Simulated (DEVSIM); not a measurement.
System: TaN/AlN/p-Si capacitor, at 400 K.

Layer 1 from the left is AlN, thickness (nm) 8.30. Layer 2 from the left is Si, thickness (nm) 550, Na (cm⁻³) 1.1e18.

Metal gate on the left, work function 4.4 eV. Fixed charge at the semiconductor interface -6.1e10 cm⁻² (in units of +e); no interface traps.

This is a model device: material constants are rounded textbook-type values typed into the input, and sizes, dopings and lifetimes were drawn at random. Values at 300 K; Nc and Nv go as T^1.5, mobilities as T to minus their exponent, the gap by Varshni's rule with the affinity fixed.

AlN: gap (eV) 6.1, affinity (eV) 1.9, permittivity 8.5. Si: gap (eV) 1.124, affinity (eV) 4.05, permittivity 11.7, Nc (cm⁻³) 2.86e19, Nv (cm⁻³) 3.1e19, Varshni α (eV/K) 0.000473, Varshni β (K) 636.

Simulated with DEVSIM: 1D Poisson equation in equilibrium, Boltzmann statistics, complete ionisation; no quantum confinement or tunnelling. Metal contacts follow the ideal Schottky-Mott rule: no Fermi-level pinning, no interface dipoles.

Question: What does the simulation give for the minimum of the low-frequency capacitance?

Answer: minimum of the low-frequency capacitance 0.268 μF/cm².
